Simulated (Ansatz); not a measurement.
**Carrier properties of Si under load (space group R-3m)**

Data:

```yaml
crystal:
  lattice:
    - [0.02246, 2.73981, 2.73981]
    - [2.73981, 0.02246, 2.73981]
    - [2.73981, 2.73981, 0.02246]
  atoms:
    - { symbol: Si, position: [0.24951, 0.24951, 0.24951] }
    - { symbol: Si, position: [0.00049, 0.00049, 0.00049] }
```

All values below come from r2SCAN with spin-orbit coupling, rigid bands (plane waves, PAW; Ansatz, an electronic-structure program). Condition of this run: uniaxial stress along [111] of -2 GPa (compression positive) (the target of the relaxation). Geometry: cell and atoms relaxed with r2SCAN, then loaded as said.

| Property | Result |
|---|---|
| band gap | 0.72 eV |
| electron conductivity mass (300 K, dilute) | 0.29 mₑ |
| hole conductivity mass (300 K, dilute) | 0.33 mₑ |
| effective density of states N_c (300 K) | 3.2e19 cm⁻³ |
| effective density of states N_v (300 K) | 1.2e19 cm⁻³ |
| density-of-states mass, electrons | 1.18 mₑ |
| density-of-states mass, holes | 0.61 mₑ |
| Seebeck coefficient, n-type 1e19 cm⁻³, 300 K | -315 μV/K |
| best n-type power factor at 300 K for τ = 10 fs (best axis; densities from 1e16 to 1e21 cm⁻³ tried, whether or not they can be reached) | 18.2 μW/(cm·K²) at 1e20 cm⁻³ |
| Seebeck coefficient, p-type 1e19 cm⁻³, 300 K | 280 μV/K |
| best p-type power factor at 300 K for τ = 10 fs (best axis; densities from 1e16 to 1e21 cm⁻³ tried, whether or not they can be reached) | 13.4 μW/(cm·K²) at 3e20 cm⁻³ |

Rigid bands; masses and Seebeck coefficients take one relaxation time τ for all states and one kind of carrier; polarons and phonon drag are left out.
